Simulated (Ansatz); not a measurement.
## GeS (model structure, started from the litharge type, P4/nmm, No. 129, 4 atoms in the cell)

Calculation: PBE (Ansatz, an electronic-structure program, PAW).

Run with plane-wave cutoff 520 eV, 12×12×14 k mesh (along the axes of the cell as run), Fermi–Dirac smearing 0.05 eV, scalar-relativistic PAW data made under PBE.

Cell (relaxed with PBE-D3(BJ)):

Space group P4/nmm, origin choice 1 (No. 129); a = b = 4.6255 Å, c = 3.9758 Å, α = β = γ = 90.00°

| atom | site | symmetry | x | y | z |
|---|---|---|---|---|---|
| Ge | 2c | 4mm | 0.5000 | 0.0000 | 0.2740 |
| S | 2a | -4m2 | 0.0000 | 0.0000 | 0.0000 |

- band gap: 0.33 eV (on the SCF k mesh)
- direct gap at Γ: 2.14 eV

Note: the relaxation could raise the start's symmetry but not lower it, so the cell can be a saddle point; cell and atoms aren't relaxed at this level (pressure 1.1 GPa).

Spin–orbit coupling is not included.

The computed numbers hold no vibrational or temperature effects.

The result took very roughly 27 core-seconds.

A model structure was made by putting elements into a prototype or built by hand; it is no filed structure, need not be a known phase, and can be a saddle point held by its symmetry.
